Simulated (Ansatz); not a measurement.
The starting structures come from a database of crystals and need not be the phases stable at ambient conditions.

Here is the system:

```
Mg2ZnP2
1.0
    4.01407     0.00000     0.00000
   -2.00703     3.47629     0.00000
    0.00000     0.00000     6.54388
Mg Zn P
2 1 2
Direct
  0.66667   0.33333   0.63415
  0.33333   0.66667   0.99427
  0.00000   0.00000   0.36142
  0.00000   0.00000   0.76671
  0.66667   0.33333   0.24345
```

Space group of this cell: P3m1. The cell is taken as given.

Transport runs along the normal of the first two printed cell vectors, the (001) plane of the conventional cell.

The gap is the functional's own, uncorrected, and κ follows it; spin-orbit coupling is left out. Mid-gap values are interpolated between the computed energies.

Task: State the band gap and the smallest decay constant κ at mid-gap according to r2SCAN (Ansatz, a program for electronic structure).

Result: Gap 1.37 eV on a 12×12×6 mesh; κ = 0.122 1/Å, at the zone centre.
